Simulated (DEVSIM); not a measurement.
Structure: GaP/Si p-n heterojunction, at 400 K.

Layer 1 from the left is GaP, thickness (μm) 0.170, Na (cm⁻³) 4.1e17, τn (s) 1.7e-7, τp (s) 1.7e-7. Layer 2 from the left is Si, thickness (μm) 0.250, Nd (cm⁻³) 4.2e16, τn (s) 1.7e-7, τp (s) 1.7e-7.

Left contact: ohmic. Right contact: ohmic. Voltage is applied to the left contact. Recombination: SRH at mid-gap, radiative, Auger. Mobility is μmin + (μ − μmin)/(1 + (N/Nref)^α).

This is a model device: material constants are rounded textbook-type values typed into the input, and sizes, dopings and lifetimes were drawn at random. Values at 300 K; Nc and Nv go as T^1.5, mobilities as T to minus their exponent, the gap by Varshni's rule with the affinity fixed.

GaP: gap (eV) 2.26, affinity (eV) 3.8, permittivity 11.1, Nc (cm⁻³) 1.8e19, Nv (cm⁻³) 1.9e19, μn (cm²/Vs) 250, μp (cm²/Vs) 150, μn,min 10, μp,min 10, Nref,n 4.4e18, Nref,p 1e18, αn 0.8, αp 0.85, T exponent of μn 1.6, T exponent of μp 1.98, B (cm³/s) 1e-13, Cn (cm⁶/s) 1e-30, Cp (cm⁶/s) 1e-30, Varshni α (eV/K) 0.00058, Varshni β (K) 372. Si: gap (eV) 1.124, affinity (eV) 4.05, permittivity 11.7, Nc (cm⁻³) 2.86e19, Nv (cm⁻³) 3.1e19, μn (cm²/Vs) 1417, μp (cm²/Vs) 470, μn,min 52, μp,min 45, Nref,n 9.7e16, Nref,p 2.2e17, αn 0.68, αp 0.72, T exponent of μn 2.3, T exponent of μp 2.2, B (cm³/s) 4.7e-15, Cn (cm⁶/s) 2.8e-31, Cp (cm⁶/s) 9.9e-32, Varshni α (eV/K) 0.000473, Varshni β (K) 636.

Model (solved in DEVSIM): 1D drift-diffusion, Boltzmann statistics, complete ionisation; no tunnelling, impact ionisation, image-force lowering or self-heating. Band offsets follow the typed affinities; no thermionic-emission limit at abrupt steps, no polarisation charge.

Question: What does the simulation give for the dark forward voltage at 100 A/cm², the dark forward voltage at 1 A/cm²?

Answer: dark forward voltage at 100 A/cm² 1.019 V; dark forward voltage at 1 A/cm² 0.667 V.
